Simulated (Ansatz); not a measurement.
For BaCu2S2 (Pnma, No. 62), LDA (Ansatz, a quantum-chemistry and plane-wave program, plane waves, PAW) gives:

| Property | Result |
|---|---|
| cohesive energy | 4.88 eV/atom |
| band gap | 0.89 eV |

### Question
What does r²SCAN (Ansatz, plane waves, PAW) give for the same quantities?

### Answer

- cohesive energy: 4.27 eV/atom (shrinks by 0.61 eV/atom)
- band gap: 1.33 eV (grows by 0.44 eV)

Changes are worked out from the printed values.

Unless a cell is named, each level is at its own relaxed cell (LDA 17.82, r²SCAN 19.25 Å³/atom).

Spin–orbit coupling is included only where a level's name says +SOC; with heavier elements it mostly lowers gaps and can invert bands. Density-functional gaps are differences of (generalised) Kohn–Sham levels.

Caveats: the relaxation could not lower the start's symmetry, so the cell can be a saddle point above a distorted one (LDA, r²SCAN). Ansatz's density-functional and Hartree–Fock values are scalar-relativistic unless marked +SOC, with PAW data made under PBE.
